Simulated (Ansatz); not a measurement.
**NiSi2, response to strain**

Consider NiSi$_{2}$ (space group Fm-3m, No. 225; not spin-polarised; relaxed with 0.1 eV smearing).

```yaml
crystal:
  lattice:
    - [0.00000, 2.72272, 2.72272]
    - [2.72272, 0.00000, 2.72272]
    - [2.72272, 2.72272, 0.00000]
  atoms:
    - { symbol: Ni, position: [0.00000, 0.00000, 0.00000] }
    - { symbol: Si, position: [0.25000, 0.25000, 0.25000] }
    - { symbol: Si, position: [0.75000, 0.75000, 0.75000] }
```

Strains are applied to the cell and any free atomic positions relax.

Method: Kohn–Sham DFT with the PBE functional, run in Ansatz (a quantum-chemistry and plane-wave program) with PAW and 420 eV plane waves, scalar-relativistic without spin-orbit coupling, earlier PAW set.

Notes on the quantities. energy relative to the base: free energy F.

| isotropic strain (%) | energy relative to the base (meV/atom) |
|---|---|
| -4.62 | 138.7 |
| -1.33 | ? |
| -0.97 | 5.3 |
| 0 | 0.0 |
| 1 | 5.3 |
| 2.91 | 41.7 |

Task: Fit ΔE = Aε² + Bε³ (ε in %) to the rows shown and predict the withheld row.

Result: Least squares on the printed values gives A = 5.53 and B = -0.21 meV/atom (largest residual 0.1 meV/atom); this predicts 10.3 meV/atom, and the run gives 10.2 meV/atom, in agreement.

Stability against distortions was not tested. Seeded moments were not kept for the base. The final runs are not spin-polarised.
